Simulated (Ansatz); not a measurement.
# Effective masses and thermopower of ZnO under load (space group P6_3mc)

Given:

```xyz
4
Lattice="3.2155 0.0000 0.0000 -1.6077 2.7847 0.0000 0.0000 0.0000 5.2847" Properties=species:S:1:pos:R:3 pbc="T T T"
Zn     1.6077     0.9282     2.6579
Zn     0.0000     1.8565     0.0155
O      1.6077     0.9282     4.6367
O      0.0000     1.8565     1.9943
```

Method: PBEsol with spin-orbit coupling, rigid bands (plane waves, PAW; Ansatz, a program for electronic structure). Condition of this run: uniaxial stress zz = -2 GPa (compression positive) (the target of the relaxation). How the cell was made: cell and atoms relaxed with PBEsol, then loaded as said.

| Quantity | Result |
|---|---|
| band gap | 0.66 eV |
| electron conductivity mass (300 K, dilute) | 0.150 mₑ |
| hole conductivity mass (300 K, dilute) | 1.88 (x), 1.88 (y), 2.7 (z) mₑ |
| effective density of states N_c (300 K) | 1.3e18 cm⁻³ |
| effective density of states N_v (300 K) | 8.2e19 cm⁻³ |
| density-of-states mass, electrons | 0.141 mₑ |
| density-of-states mass, holes | 2.2 mₑ |
| Seebeck coefficient, n-type 1e19 cm⁻³, 300 K | -90 μV/K |
| best n-type power factor at 300 K for τ = 10 fs (best axis; densities from 1e16 to 1e21 cm⁻³ tried, whether or not they can be reached) | 1.42 μW/(cm·K²) at 3e18 cm⁻³ |
| Seebeck coefficient, p-type 1e19 cm⁻³, 300 K | 437 μV/K |

Rigid bands; masses and Seebeck coefficients take one relaxation time τ for all states and one kind of carrier; polarons and phonon drag are left out.
